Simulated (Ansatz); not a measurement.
# A constructed model of the (111) surface of fcc Ag, a layer of Nb in place of the third plane (bottom of the slab: a bare face, its two planes held)

Calculation: PBE (plane waves to 420 eV, PAW; Ansatz, an electronic-structure program).

Set-up: 6 atoms, 12.2 Å thick at the start with caps and adatoms (thin: gaps and levels are the slab's own); mesh 15x15x1; 0.1 eV smearing; dipole correction on; 2 atoms held, the rest relaxed; held to the start's symmetry, so lower structures may exist; no spin, no spin-orbit, no U. In PBE it is, or lies within 0.01 eV a 1x1 cell of, the lowest of the 2 structures of its composition computed so far; subsurface sites and larger cells were not tried.

```
Quantity                                                        Value
-----------------------------  --------------------------------------
work function of the top face                                 4.21 eV
energy released by relaxation                                0.013 eV
cost                           about 40 core-seconds (a rough figure)
```
